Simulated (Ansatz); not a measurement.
Structures of equal composition on the (111)A surface of 3C silicon carbide (Si plane on top): (√3x√3)R30° In adatom at H3; (√3x√3)R30° In adatom at T4. The slabs share one bottom face, and each structure is named by its start. These are constructed structures in small cells; real faces may alloy, dewet or reconstruct in larger ones, and not all known structures of the face are among them. Slabs of about 10 Å with all that they carry, Fermi-Dirac smearing of 0.025 eV. Bottom of the slabs: H caps. Relaxed from the named starts with such symmetry as they have, on meshes of like density; energies extrapolated to zero smearing; no spin-orbit coupling, no U. Spin-polarised runs, if any, are marked in brackets, and their order is one that fits the cell; the others ran without spin. Where a second, spin-polarised start was run, the lower counts.

Host crystal: 3C silicon carbide, with a band gap (PBE, scalar-relativistic without spin-orbit coupling).

Computed with r2SCAN, at the PBE geometry (plane waves to 500 eV, PAW; Ansatz, an electronic-structure program).

Task: Order them by energy per 1x1 cell (lowest first) at the level r2SCAN, at the PBE geometry.

Result: (√3x√3)R30° In adatom at T4 (0.000 eV, gap 1.52 eV on the mesh), (√3x√3)R30° In adatom at H3 (0.152 eV, gap 1.10 eV on the mesh)
